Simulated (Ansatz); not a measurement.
An Ansatz (an electronic-structure program) run: CdS with a change (tensor shear ε_xy = +0.57 %); plane-wave PAW DFT at the LDA level (Ansatz, 420 eV), spin-orbit coupling left out.

Input:

Ansatz 0.2 input:
```yaml
crystal:
  lattice:
    - [0.0164063484, 2.8783067364, 2.8783067364]
    - [2.8783067364, 0.0164063484, 2.8783067364]
    - [2.8947130848, 2.8947130848, 0]
  atoms:
    - { symbol: Cd, position: [0, 0, 0] }
    - { symbol: S, position: [0.25, 0.25, 0.25] }
basis: { ecutwfc: 420, ecutrho_ratio: 4, xc_grid: 2, fft_grid_basis: typed }
kpoints: { mp_grid: { grid: [10, 10, 10] } }
hamiltonian:
  xc: lda
  dispersion: none
  pseudopotentials: { kind: paw }
scf: { occupations: { method: fermi_dirac, width: 0.05 }, convergence: { dr2_threshold: 0.0000000002 } }
relax: { f_tol: 0.005, max_steps: 50 }
output: { forces: true, stress: true }
checkpoint: { write: state.ck, write_every: 1000 }
```

Output (explanatory and most iteration lines left out):

```
Relaxation: its limit of steps is 50 (relax.max_steps)
Pseudopotential: Cd, paw, valence charge 20
Pseudopotential: S, paw, valence charge 6
Crystal: 2 atoms, lattice volume = 47.690 Å³
Basis set: ecut = 420 eV, 941 PW (Γ), exchange–correlation on 60×60×60 points (8 copies of the dense FFT grid, shifted against one another)
Bands: 17, of which v1, the nominal top of the filled ones, is band 13 counted from 1 (12 counted from 0)
Symmetry: 4 space group operations
Space group: Imm2 (ITA 44), of the structure as read, at distance tolerance 3.6e-5 Å
k-points: 171 of 1000 (time reversal used)
Functional: x = slater, c = lda
SCF iter   1: F=—  HF=-8988.654583 eV  |F-HF|=—  |Δ(HF+E_count)|=         —  Δρ=8.47e-3  dr2=3.26e-2  ethr=1.77e-3  ⟨swp⟩=5.5  Hψ=14335  notcnv=0
SCF iter   2: F=—  HF=-8988.644475 eV  |F-HF|=—  |Δ(HF+E_count)|=   1.01e-2  Δρ=2.59e-3  dr2=1.34e-3  ethr=1.25e-4  ⟨swp⟩=2.0  Hψ=6327  notcnv=0
SCF 1 converged in 8 iterations: F = -8988.643973 eV  dr2 = 1.65e-11
relax step   1: F+E_penalty+E_count = -8988.64397261 eV  Δ(F+E_penalty+E_count) = +0.000e0 eV  max|allowed force component| = 8.225e-2 eV/Å  Δτ_max = 0.0000 Å  (8 SCF iters, accepted)
Crystal: 2 atoms, lattice volume = 47.690 Å³
SCF iter   1: F=—  HF=-8988.644456 eV  |F-HF|=—  |Δ(HF+E_count)|=         —  Δρ=2.85e-4  dr2=2.10e-5  ethr=7.26e-8  ⟨swp⟩=2.4  Hψ=11912  notcnv=0
SCF iter   2: F=—  HF=-8988.644457 eV  |F-HF|=—  |Δ(HF+E_count)|=   6.98e-7  Δρ=1.23e-4  dr2=2.50e-6  ethr=7.26e-8  ⟨swp⟩=2.0  Hψ=4100  notcnv=0
SCF 2 converged in 6 iterations: F = -8988.644472 eV  dr2 = 2.73e-11
relax step   2: F+E_penalty+E_count = -8988.64447170 eV  Δ(F+E_penalty+E_count) = -4.991e-4 eV  max|allowed force component| = 3.609e-2 eV/Å  Δτ_max = 0.0042 Å  (6 SCF iters, accepted)
Crystal: 2 atoms, lattice volume = 47.690 Å³
SCF iter   1: F=—  HF=-8988.644574 eV  |F-HF|=—  |Δ(HF+E_count)|=         —  Δρ=2.22e-4  dr2=1.28e-5  ethr=4.94e-7  ⟨swp⟩=3.0  Hψ=8053  notcnv=0
SCF iter   2: F=—  HF=-8988.644571 eV  |F-HF|=—  |Δ(HF+E_count)|=   2.84e-6  Δρ=9.70e-5  dr2=1.55e-6  ethr=4.91e-8  ⟨swp⟩=2.0  Hψ=5130  notcnv=0
SCF 3 converged in 6 iterations: F = -8988.644591 eV  dr2 = 1.49e-11
relax step   3: F+E_penalty+E_count = -8988.64459080 eV  Δ(F+E_penalty+E_count) = -1.191e-4 eV  max|allowed force component| = 1.147e-5 eV/Å  Δτ_max = 0.0033 Å  (6 SCF iters, accepted)
SCF converged after 6 iterations
Free energy (F): -8988.644591 eV
Internal energy: -8988.644590 eV  (E = F + TS)
E sigma→0 (E₀):  -8988.644591 eV
Entropy (-TS):   -0.000000 eV (-0.000 meV/atom)
Fermi energy:    7.726795 eV
--- Forces (eV/Å), atoms counted from 1 ---
  atom   1  Cd     0.00000000    -0.00000000     0.00001155
  atom   2  S     -0.00000000     0.00000000    -0.00001139
--- Stress (GPa, compression-positive) ---
       -0.003484      -0.316545       0.000000
       -0.316545      -0.003484      -0.000000
        0.000000      -0.000000      -0.003455
  P = ⅓ Tr σ = -0.0035 GPa (-0.035 kbar)
--- Relaxed structure (3 steps of the walk, 3 accepted, 0 SCFs on fresh bases) ---
  atoms:
    - { symbol: Cd, position: [0.001305780511932777, 0.0013057805119327775, -0.0013057805119327775] }
    - { symbol: S, position: [0.24869421948806722, 0.24869421948806722, 0.25130578051193275] }
```

The cells carry an imposed strain or load. No phonon test of stability was made. The cell was made from CdS in the zinc blende structure (space group F-43m, No. 216) by this change: tensor shear ε_xy = +0.57 %.
